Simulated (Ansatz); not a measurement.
CsCl-type RuAl was calculated with BLYP (plane waves, PAW; Ansatz, a quantum-chemistry and plane-wave program).

Settings: plane-wave cutoff 520 eV, 22×22×22 k mesh, Fermi–Dirac smearing 0.054 eV (set by the program), no spin polarisation, scalar-relativistic PAW data made under PBE.

Computed at the level's own relaxed cell.

```xyz
2
Lattice="3.0369 0.0000 0.0000 0.0000 3.0369 0.0000 0.0000 0.0000 3.0369" Properties=species:S:1:pos:R:3 pbc="T T T"
Al     1.5184     1.5184     1.5184
Ru     0.0000     0.0000     0.0000
```

Question: Give the elastic tensor (Voigt notation, GPa, ions relaxed, in the Cartesian axes of the cell as printed).

Answer: 
```
  285.9   131.5   131.5     0.0     0.0     0.0
  131.5   285.9   131.5     0.0     0.0     0.0
  131.5   131.5   285.9     0.0     0.0     0.0
    0.0     0.0     0.0   100.0     0.0     0.0
    0.0     0.0     0.0     0.0   100.0     0.0
    0.0     0.0     0.0     0.0     0.0   100.0
```

The computed numbers hold no vibrational or temperature effects.
